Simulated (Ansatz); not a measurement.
**Pressure series in MgO**

Consider MgO in the rock salt structure (space group Fm-3m, No. 225; a = 4.214 Å).

Cell and atoms are relaxed at each pressure.

Levels (all Ansatz, a first-principles code, PAW): PBEsol (420 eV, no spin-orbit coupling); HSE06 (420 eV, no SOC).

Band gaps by level, all at the geometries relaxed with PBEsol:

```
case               PBEsol    HSE06
----------------  -------  -------
base              4.62 eV  6.47 eV
pressure −1 GPa   4.56 eV  6.40 eV
pressure 0.3 GPa  4.64 eV  6.49 eV
pressure 0.7 GPa  4.66 eV  6.51 eV
pressure 1.5 GPa  4.71 eV  6.57 eV
pressure 3 GPa    4.80 eV  6.66 eV
pressure 5 GPa    4.91 eV  6.79 eV
pressure 7.5 GPa  5.05 eV  6.94 eV
```

Single points use the geometry relaxed with PBEsol. Load acts through the strain it causes; cell and atoms are relaxed under it. Stability against distortions was not tested. No other phases were tried under pressure. The base started in Pnma and relaxed to Fm-3m at this level.
